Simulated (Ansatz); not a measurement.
## How far PBE and PBEsol part for Zr, Zr → Sc

Take Zr in the hcp (Mg type) structure (space group P6_3/mmc, No. 194; a = 3.232 Å, c = 5.174 Å) as the base.

(Cell as relaxed with PBE.)

Levels (all Ansatz, a quantum-chemistry and plane-wave program, PAW, earlier PAW set): PBE (420 eV, without spin-orbit coupling); PBEsol (420 eV, no spin-orbit coupling).

Each level relaxes its own structure.

```tsv
base	PBE	PBEsol
volume per atom	23.40 Å³	22.47 Å³
lattice parameter a	3.232 Å	3.185 Å
band gap	zero	zero
```

Modification: full substitution Zr → Sc, then cell and atoms are relaxed.

```tsv
quantity	PBE	PBEsol
lattice parameter a	3.320 Å	3.277 Å
c/a ratio	1.556	1.552
```

PBE's lattice parameter a lies 0.0424 Å above PBEsol's (1.3 %); PBE's c/a ratio lies 0.0046 above PBEsol's. Neither level is exact; PBEsol is the comparison here, not a measurement.

Stability against distortions was not tested. All final runs are without spin polarisation.
